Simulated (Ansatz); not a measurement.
## Step by step: energy of configuration A over configuration B

We look at the energy of configuration A over configuration B. The value is E(A) − E(B).

A: a slab of C (diamond, Fd-3m) cut along (100), 131 atoms, square cell of 10.10 Å (102.1 Å²), symmetry Pmm2, 7.0 Å thick under 16 Å of vacuum, in-plane vectors held at the crystal's; planes from bottom to top: H16 | C16 × 6 | CH16 | H2; added, foreign or displaced atoms, above the top plane and below the bottom plane: 30 times H bound to 1 C at 1.10 Å; two times H bound to 1 C at 1.09 Å; CH2 bound through C to 2 C at 1.52 Å; spin state with PBE: run without spin.

B: a slab of C (diamond, Fd-3m) cut along (100), 131 atoms, square cell of 10.10 Å (102.1 Å²), symmetry P1, 7.4 Å thick under 16 Å of vacuum, in-plane vectors held at the crystal's; planes from bottom to top: H16 | C16 × 6 | H15 | CH3; added, foreign or displaced atoms, above the top plane and below the bottom plane: 30 times H bound to 1 C at 1.10 Å; H bound to 1 C at 1.09 Å; CH3 bound through C to 1 C at 1.53 Å; spin state with PBE: run without spin.

Method: Ansatz (a program for electronic structure), PAW, neutral cells at 0 K with nuclei at rest, on structures from PBE. Ansatz runs with its PAW set soft_1. Other levels take these structures. The lattices are those relaxed with PBE, so at other levels the solids can be strained, which adds to the spread. Larger cells are relaxed from a start prepared with the learned potential CHGNet till forces fall under 0.03 eV/Å, which some starts already meet. A dispersion term (D3(BJ), or D4 for r2SCAN) was computed beside these levels and is taken off wherever the name lacks it. Cell A has symmetry Pmm2 and got no random move, so less symmetric positions, which may lie lower, weren't tried.

Total energies of the cells in eV, at zero smearing width. They compare only within one column; the weights balance every element.

```tsv
cell	atoms	weight	r2SCAN	PBEsol
A: C(100) slab with CH2 + 32 H	131	+1	-24938.04567	-24452.93700
B: C(100) slab with CH3 + 31 H	131	−1	-24937.41082	-24452.27949
```

r2SCAN: (-24938.04567) − (-24937.41082) = -0.635 eV.

PBEsol: (-24452.93700) − (-24452.27949) = -0.658 eV.
